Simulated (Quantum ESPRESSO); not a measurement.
Quantum ESPRESSO is run on NaRuO3 (Pm-3m, 5 atoms in the cell), and the run fails. The aim is a self-consistent single point with DFT, LDA (PW92), plane waves, PseudoDojo standard norm-conserving (LDA) pseudopotentials.

Cell that was meant: a = 3.8675 Å, b = 3.8675 Å, c = 3.8675 Å, α = 90.00°, β = 90.00°, γ = 90.00°.

Part of the input:

```fortran
O     0.5000000000    0.0000000000    0.5000000000
K_POINTS {automatic}
6 6 6  0 0 0
CELL_PARAMETERS {angstrom}
    3.86746000     0.00000000     0.00000000
    0.00000000     3.86746000     0.00000000
    0.00000000     0.00000000     3.86746000
```

Log, with long lists cut:

```
 %%%%%%%%%%%%%%%%%%%%%%%%%%%%%%%%%%%%%%%%%%%%%%%%%%%%%%%%%%%%%%%%%%%%%%%%%%%%%%
     Error in routine cell_base_init (2):
     redundant data for cell parameters
 %%%%%%%%%%%%%%%%%%%%%%%%%%%%%%%%%%%%%%%%%%%%%%%%%%%%%%%%%%%%%%%%%%%%%%%%%%%%%%

     stopping ...
```

### Question
From the messages shown, name the fault and mend the input.

### Answer
The fault is the cell or its scale given twice. Two definitions of the lattice conflict. To fix it, keep one definition. The program stopped before any SCF iteration.

The sound input it was made from differs as follows (other fixes are possible):
```diff
-CELL_PARAMETERS {angstrom}
-    3.86746000     0.00000000     0.00000000
-    0.00000000     3.86746000     0.00000000
-    0.00000000     0.00000000     3.86746000
```

With that input, the run converged in 14 iterations: free energy E − TS -5340.0667 eV; Fermi level (on the code's own zero) 8.69 eV; pressure -13.76 GPa (DFT, LDA (PW92), plane waves, PseudoDojo standard norm-conserving (LDA) pseudopotentials).

On the sound input: the starting cell comes from a database of computed structures (which also holds hypothetical and non-ambient phases and stackings), without a prior relaxation at this level. Spin polarisation is off; with an odd number of electrons in the cell that forces a metal, and a magnetic state may lie lower. With a pressure of about -14 GPa the cell is away from its equilibrium volume at this level.
